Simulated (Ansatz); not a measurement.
Base system: InAgTe2 in the chalcopyrite structure (space group I-42d, No. 122; a = 6.432 Å, c = 12.766 Å).

The values are results of PBEsol, PAW, 420 eV (Ansatz, an electronic-structure program; spin-orbit coupling left out), not measurements.

Base values:

```
Property    Result
--------  --------
Pressure  0.0 kbar
```

The change: an isotropic linear strain of +3.00 %; the atoms relax in the strained cell.

Problem. What happens to the energy relative to the base, largest internal atomic displacement and pressure?

Solution. The energy increases by 33 meV/atom; the largest internal atomic displacement is 0.017 Å; the pressure (mean of the normal stresses, compression positive) goes from zero to -31.5 kbar.

No phonon test of stability was made.
